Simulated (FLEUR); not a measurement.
Worked example: self-consistent single point of ScAl3 (Pm-3m, 4 atoms in the cell) in FLEUR.

Level of theory: LDA (Perdew-Zunger), all-electron FLAPW (FLEUR), scalar-relativistic valence in FLEUR.

```xyz
4
Lattice="3.9979 0.0000 0.0000 0.0000 3.9979 0.0000 0.0000 0.0000 3.9979" Properties=species:S:1:pos:R:3 pbc="T T T"
Sc     0.0000     0.0000     0.0000
Al     1.9989     0.0000     1.9989
Al     0.0000     1.9989     1.9989
Al     1.9989     1.9989     0.0000
```

Reference input (self-consistent single point, DFT, PBE, all-electron FLAPW (FLEUR), scalar-relativistic valence): Kmax = 4.1 1/bohr; GmaxXC = 16.4 1/bohr; xcFunctional = pbe; jspins = 1; l_soc = F; mode = hist; fermiSmearingEnergy = 0.00367493 Htr; mesh (inpgen div1-3) = 7 7 7; inpgen gamma flag = false; Gmax = 16.4 1/bohr; numbands = 0; maxIterBroyd = 15. This run's input differs from it in these lines:

```diff
@@ -16,2 +16,3 @@
 &comp jspins=1 /
+&exco xctyp='pz' /
 &kpt div1=7 div2=7 div3=7 /
@@ -28,3 +29,3 @@
       <coreElectrons ctail="T" frcor="F" kcrel="0" coretail_lmax="0"/>
-      <xcFunctional name="pbe" relativisticCorrections="F"/>
+      <xcFunctional name="pz" relativisticCorrections="F"/>
       <magnetism jspins="1"/>
```

Output (repeated stretches shortened):

```
 Iteration:     1   Distance:       4.48257805 me/bohr^3
 Iteration:     2   Distance:       4.15507828 me/bohr^3
 Iteration:     3   Distance:       2.61818098 me/bohr^3
 Iteration:     4   Distance:       1.13112206 me/bohr^3
 Iteration:     5   Distance:       1.02569897 me/bohr^3
   [... 6 lines left out ...]
 Iteration:    12   Distance:       0.00025910 me/bohr^3
 Iteration:    13   Distance:       0.00005445 me/bohr^3
 Iteration:    14   Distance:       0.00001138 me/bohr^3
 Iteration:    15   Distance:       0.00000207 me/bohr^3
 Run finished successfully
 Stop message:
   Structural relaxation: Done

[file out, last iteration]
             iter=     16
[...]
          total density-effective poten   -2.3229832906E+03
          total charge density-energy d   -9.0593885298E+01
 Updated energy parameters for spin:           1
[...]
 fermi energy and band-weighting factors:

[...]
FERMIE:
          first approx. to ef    (T=0)  :   0.316807 htr   (energy of the highest occ. eigenvalue)
          number of occ. states  (T=0)  :        199
          first approx. to seigv (T=0)  :  -4.820745 htr
          sum of weights of occ. states :  10.023324
          sum of semicore charge        :   0.000000 e
FERHIS:  Fermi-Energy by histogram:
          bandgap                     :   0.002789 htr
   [... lines left out ...]
          charge neutrality (T=0)     :   0.046647    (zero if the highest occ. eigenvalue is "entirely" occupied)
     EF_NEWTON:  Adjust Fermi-Energy by Newton-Method.
 Direct bandgap for spin            1 :    3.7096338098243309E-002  Htr
 ---->    free energy=                     -1488.3358372884 htr
   [... lines left out ...]
      extrapolation for T->0
 ---->    total electron energy=           -1488.3351067535 htr
 ***** TOTAL FORCES ON ATOMS *****
 TOTAL FORCE FOR ATOM TYPE=  1  X=  0.000   Y=  0.000   Z=  0.000
                       FX_TOT= 0.000000 FY_TOT= 0.000000 FZ_TOT= 0.000000
 TOTAL FORCE FOR ATOM TYPE=  2  X=  3.777   Y=  0.000   Z=  3.777
                       FX_TOT= 0.000000 FY_TOT= 0.000000 FZ_TOT= 0.000000
 Structural relaxation: Done
```

The run converged in 15 iterations. FLEUR gives forces in its relaxation mode, with a further iteration, so its stop message speaks of a relaxation. 

The starting cell comes from a database of computed structures (which also holds hypothetical and non-ambient phases and stackings), without a prior relaxation at this level. Its lattice was rescaled by a random factor within 2.5 % of one. Values depend on the basis (sphere radii, cutoffs, local orbitals), which need not be converged. The log's line on a gap gives a spacing of levels on this mesh, which the program prints for metals too.

Cost on one core of a shared machine: roughly 40 s.
